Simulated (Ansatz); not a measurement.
Base system: Au in the fcc (Cu type) structure (space group Fm-3m, No. 225; a = 4.0829 Å; relaxed with 0.1 eV smearing). Axes: x, y, z lie along the cube axes.

Level of theory: Kohn–Sham DFT with the PBEsol functional, run in Ansatz (an electronic-structure program) with PAW and 420 eV plane waves, scalar-relativistic without spin-orbit coupling, earlier PAW set.

Base values:

| Item | Result |
|---|---|
| Pressure | 0.0 GPa |
| Shortest interatomic distance | 2.887 Å |

One thing is altered: uniaxial strain ε_xx = −0.57 %, all other strain components held at zero; the atoms relax in the strained cell.

Problem. What happens to the pressure, shortest interatomic distance and energy relative to the base?

Solution. The pressure (mean of the normal stresses, compression positive) goes from zero to 1.0 GPa; the shortest interatomic distance falls by 0.008 Å, from 2.887 Å to 2.879 Å; the energy rises by 0.3 meV/atom.

Stability against distortions was not tested.
